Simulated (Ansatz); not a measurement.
RuAl (model structure, Cmcm, No. 63, 4 atoms in the cell), treated with PBEsol (Ansatz, an electronic-structure program, PAW).

Numerical settings: plane-wave cutoff 520 eV, 20×20×14 k mesh (along the axes of the cell as run), Fermi–Dirac smearing 0.05 eV, no spin polarisation, scalar-relativistic PAW data made under PBE.

Cell (relaxed at this level):

```xyz
4
Lattice="1.4743 -4.5419 0.0000 1.4743 4.5419 0.0000 0.0000 0.0000 4.0888" Properties=species:S:1:pos:R:3 pbc="T T T"
Al     1.4743    -0.8441     1.0222
Ru     1.4743    -3.3009     1.0222
Al     1.4743     0.8441     3.0666
Ru     1.4743     3.3009     3.0666
```

Estimate the bulk modulus that the calculation returns.


- bulk modulus: 196 GPa

Note: the run has no spin polarisation, so it can have missed a magnetic state; the bulk modulus is −V dP/dV from two relaxed cells at ±2 % in volume; the relaxation could raise the start's symmetry but not lower it, so the cell can be a saddle point.

Computed values are for the static lattice.

It cost about 12 core-minutes (a rough figure) of CPU time.

A model structure was made by putting elements into a prototype or built by hand; it is no filed structure, need not be a known phase, and can be a saddle point held by its symmetry.
